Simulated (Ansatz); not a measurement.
Seebeck coefficient (μV/K, mean over directions) of n-type BN (F-43m) against carrier density, PBE, rigid bands (Ansatz, an electronic-structure program). Computed gap 4.48 eV; densities at which minority carriers matter at this gap, or further valleys turn the trend, are left out. Conductivity mass 0.39 mₑ (harmonic mean over directions), N_c = 2.2e19 cm⁻³ at 300 K.

```csv
electron density,300 K,500 K
1e16 cm⁻³,-877,-943
1e17 cm⁻³,-679,-745
1e18 cm⁻³,-480,-547
3e18 cm⁻³,-386,-452
1e19 cm⁻³,-285,(withheld)
3e19 cm⁻³,(withheld),-258
1e20 cm⁻³,-114,-165
3e20 cm⁻³,-60,-95
1e21 cm⁻³,(withheld),-46
```

Problem. What belongs in the gaps?

Solution. 
- 1e19 cm⁻³, 500 K: -350
- 3e19 cm⁻³, 300 K: -197
- 1e21 cm⁻³, 300 K: -28

Rigid bands with a gap fixed in temperature, one relaxation time for all states, no polarons or phonon drag, and whether or not such doping can be reached. Spin-orbit coupling is left out. Geometry: cell and atoms relaxed with PBEsol.
